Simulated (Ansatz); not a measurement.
## ZrSe2: stress against strain

ZrSe2 (1T layered, P-3m1, 24.290 Å³/atom at rest, c along z) under an equal strain ε in the (0001) plane with the normal axis free, as in a coherent film. PBE-D3(BJ) in Ansatz, a plane-wave DFT program (PAW, default set), 420 eV, 14×14×8 Γ-centred mesh, Fermi-Dirac smearing 0.05 eV; ions are relaxed within the symmetry of each cell. Stress is positive for a compressed cell.

Here s stands for strain and y for stress xx.

```
strain (%)  stress xx (GPa)
----------  ---------------
-1.50                  2.01
-1.00                  1.33
-0.50                  0.66
0.00                   0.00
0.50                  -0.64
1.00                  -1.26
1.50                  -1.86
3.00                      ?
```

Fit y of the 7 rows that show it with a straight line. Means: s 0, y 0.034. About the means, the sum of products is -9.0450 and the sum of squares of s is 7.0000; the slope is their ratio. Least squares gives y = 0.034 - 1.2921·s. Residuals (row less fit): 0.038, 0.004, -0.020, -0.034, -0.028, -0.002, 0.044; standard error 0.034 (degrees of freedom: 5). The slope gives the biaxial elastic modulus of this plane = 129 ± 1.3 GPa.

Task: Estimate the missing y (s = 3.00); what did the run itself give?

Result: y = 0.034 - 1.2921 × 3.0 = -3.842 GPa. The calculation gives -3.52 GPa, 0.322 GPa above the prediction (5.8 % of the range of y in the table). The row lies outside the fitted rows, so this is an extrapolation. From the scatter of the fitted rows alone, a prediction at this place has a standard error of 0.053 GPa, so the miss is 6.1 times that.

One order more, fitted to all 13 runs of the series, follows each within 0.02, so the miss is the next term of a smooth law. This level leaves no gap over 0.05 eV at strain -1.50, -1.00, -0.50, 0.00, 0.50, where the mesh may be coarse. Rows are the converged runs of the series near zero and its far end; series whose fitted rows scatter by over a few per cent of the range, as at a crossing or softening among them, aren't shown in this form. Most that stay on the fit to the last digits aren't either.
